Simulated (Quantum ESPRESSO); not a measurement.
Quantum ESPRESSO run on Mg (P6_3/mmc, 2 atoms in the cell): self-consistent single point.

Level of theory: PBEsol, SSSP 1.1.2 efficiency (PBE) pseudopotentials (plane waves; Quantum ESPRESSO 7.5).

```yaml
crystal:
  lattice:
    - [1.64352, -2.84666, 0.00000]
    - [1.64352, 2.84666, 0.00000]
    - [0.00000, 0.00000, 5.33504]
  atoms:
    - { symbol: Mg, position: [0.33333, 0.66667, 0.25000] }
    - { symbol: Mg, position: [0.66667, 0.33333, 0.75000] }
```

Reference input (self-consistent single point, DFT, PBE, plane waves, SSSP 1.1.2 efficiency (PBE) pseudopotentials): ecutwfc = 35 Ry; ecutrho = 280 Ry; occupations = smearing; smearing = fd; degauss = 0.0073499 Ry; potentials = {Mg: Mg.pbe-n-kjpaw_psl.0.3.0.UPF}; K_POINTS = automatic 12 12 6 0 0 0; conv_thr = 1e-09 Ry. This run's input differs from it in these lines:

```diff
@@ -18,2 +18,3 @@
    degauss = 0.0073499,
+   input_dft = 'pbesol',
 /
```

Log, with long lists cut:

```
     Self-consistent Calculation

     iteration #  1     ecut=    35.00 Ry     beta= 0.70

     Threshold (ethr) on eigenvalues was too large:
     Diagonalizing with lowered threshold

     total energy              =     -65.50290035 Ry
     estimated scf accuracy    <       0.00792065 Ry

     iteration #  2     ecut=    35.00 Ry     beta= 0.70

     total energy              =     -65.50289445 Ry
     estimated scf accuracy    <       0.00063905 Ry

     iteration #  3     ecut=    35.00 Ry     beta= 0.70

     total energy              =     -65.50307636 Ry
     estimated scf accuracy    <       0.00000048 Ry

   [... 2 blocks of this kind left out ...]

     iteration #  6     ecut=    35.00 Ry     beta= 0.70

     total energy              =     -65.50317965 Ry
     estimated scf accuracy    <       0.00000002 Ry

     iteration #  7     ecut=    35.00 Ry     beta= 0.70
     End of self-consistent calculation

     the Fermi energy is     3.0523 ev

!    total energy              =     -65.50317968 Ry
     estimated scf accuracy    <          7.8E-10 Ry
     smearing contrib. (-TS)   =      -0.00208220 Ry
     internal energy E=F+TS    =     -65.50109748 Ry

     convergence has been achieved in   7 iterations

     Forces acting on atoms (cartesian axes, Ry/au):

     atom    1 type  1   force =    -0.00000000    0.00000000    0.00000000
     atom    2 type  1   force =     0.00000000   -0.00000000    0.00000000

     Total force =     0.000000     Total SCF correction =     0.000000

          total   stress  (Ry/bohr**3)                   (kbar)     P=      -31.63
  -0.00020381  -0.00000000   0.00000000          -29.98       -0.00        0.00
  -0.00000000  -0.00020381   0.00000000           -0.00      -29.98        0.00
   0.00000000   0.00000000  -0.00023749            0.00        0.00      -34.94

   JOB DONE.
```

The run converged in 7 iterations. Against the reference run the pressure goes from -2.64 to -3.16 GPa. The full log also holds: “c_bands:  1 eigenvalues not converged”.

The starting cell has typed, rounded lattice constants, without a prior relaxation at this level. Its lattice was rescaled by a random factor within 2.5 % of one. With a pressure of about -3 GPa the cell is away from its equilibrium volume at this level.
